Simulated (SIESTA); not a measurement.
Band structure of CrO2 (P4_2/mnm, 6 atoms in the cell).

```
CELL_PARAMETERS angstrom
      4.34305     0.00000     0.00000
      0.00000     4.34305     0.00000
      0.00000     0.00000     2.87018
ATOMIC_POSITIONS crystal
  Cr 0.00000 0.00000 0.50000
  Cr 0.50000 0.50000 0.00000
  O  0.19726 0.19726 0.00000
  O  0.80274 0.80274 0.00000
  O  0.30274 0.69726 0.50000
  O  0.69726 0.30274 0.50000
```
Moments meant for the start (each program seeds them in its own way; μB, in the order of the atoms Cr Cr O O O O): 3.0 3.0 0.0 0.0 0.0 0.0.

Method: GGA PBE, numerical atomic orbitals DZP, PseudoDojo PBE standard norm-conserving potentials (rewritten from UPF to PSML) in SIESTA.

Settings: XC.functional = GGA; XC.authors = PBE; potentials = PseudoDojo PBE standard; PAO.BasisSize = DZP; PAO.EnergyShift = 0.005 Ry; MeshCutoff = 350 Ry; kgrid.MonkhorstPack = 5 5 7; OccupationFunction = FD; ElectronicTemperature = 1578.21 K; Spin = polarized; DM.InitSpin = [1 +3.00, 2 +3.00, 3 +0.00, 4 +0.00, 5 +0.00, 6 +0.00]; MaxSCFIterations = 150; SCF.Mixer.Method = Pulay; SCF.Mixer.Weight = 0.1.

The starting cell comes from a database of computed structures (which also holds hypothetical and non-ambient phases and stackings), without a prior relaxation at this level. Its lattice was rescaled by a random factor within 2.5 % of one. The magnetic order is the one reached from the typed start; others were not searched systematically. Values carry the incompleteness of an atom-centred basis.

Levels in eV from the Fermi level, bands 25 to 30 of the first spin channel:
```csv
point,25,26,27,28,29,30
Γ,-1.38,-1.30,-1.26,-1.26,-0.65,1.23
X,-0.87,-0.87,-0.39,-0.39,0.33,0.33
M,-1.71,-1.71,-1.35,-1.35,0.95,0.95
Z,-0.87,-0.87,-0.03,-0.03,0.80,0.80
R,-1.68,-1.68,-0.87,-0.87,0.98,0.98
A,-0.86,-0.86,-0.29,-0.29,-0.01,-0.01
```

Bands cross the Fermi level along this path, so the cell is metallic at this level.

Higher empty bands are left out: an atom-centred basis made for the valence describes them poorly.

The net moment of the cell came out as 4.00 μB.
